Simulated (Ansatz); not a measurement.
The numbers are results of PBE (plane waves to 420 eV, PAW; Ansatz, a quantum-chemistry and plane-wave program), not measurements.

Plane-averaged electrostatic potential energy along the normal, in eV from the highest filled level, for a constructed model of the (111)A surface of zinc-blende GaP, Ga-terminated, 2x2 Si adatom at T4 (bottom of the slab: 3 H on 4 bottom sites):

```csv
z (Å),V (eV)
3.83,3.79
4.13,3.79
4.42,3.79
4.72,3.79
5.01,3.79
5.31,3.79
5.60,3.79
5.90,3.79
6.19,3.79
6.49,3.78
6.78,3.76
7.08,3.73
7.38,3.63
7.67,3.39
7.96,2.72
8.26,1.60
8.55,1.23
8.85,-0.57
9.14,-4.34
9.44,-8.31
9.73,-10.58
10.03,-9.85
10.32,-7.21
10.62,-4.73
10.91,-2.45
11.21,0.25
11.50,1.69
11.80,1.30
12.09,-1.45
12.39,-6.08
12.68,-9.67
12.98,-10.89
13.27,-8.79
13.57,-5.91
13.86,-3.95
14.16,-1.66
14.46,0.87
14.75,1.82
15.04,0.97
15.34,-2.44
15.63,-7.19
15.93,-10.22
16.22,-10.54
16.52,-7.93
16.81,-5.21
17.11,-3.19
17.40,-0.96
17.70,1.14
17.99,1.67
18.29,0.29
18.58,-2.77
18.88,-6.66
19.18,-9.39
19.47,-9.76
19.77,-7.79
20.06,-5.36
20.36,-3.63
20.65,-1.87
20.95,-0.33
21.24,0.58
21.54,1.55
21.83,2.67
22.12,3.51
22.42,3.90
22.71,4.08
23.01,4.17
23.30,4.20
23.60,4.22
23.89,4.23
24.19,4.23
24.48,4.23
24.78,4.23
25.07,4.23
25.37,4.23
25.66,4.23
```

Set-up: 36 atoms, 13.3 Å thick at the start with caps and adatoms (thin: gaps and levels are the slab's own); mesh 3x3x1; 0.025 eV smearing; dipole correction on; 8 atoms held, the rest relaxed; symmetry of the start imposed; spin-polarised, ending with about 1.0 μB a cell; orders that need a larger cell were not tried, no spin-orbit, no U. It is one candidate, not shown to be the stable structure of the face.

Question: The surface cell has an area of 52.53 Å². What dipole along the normal does the step between the two vacuum levels imply?

Answer: the top vacuum level lies 0.44 eV above the bottom one; p = −ε₀ A ΔV (ε₀ = 0.005526 e/(V·Å)) gives -0.13 e·Å a cell.
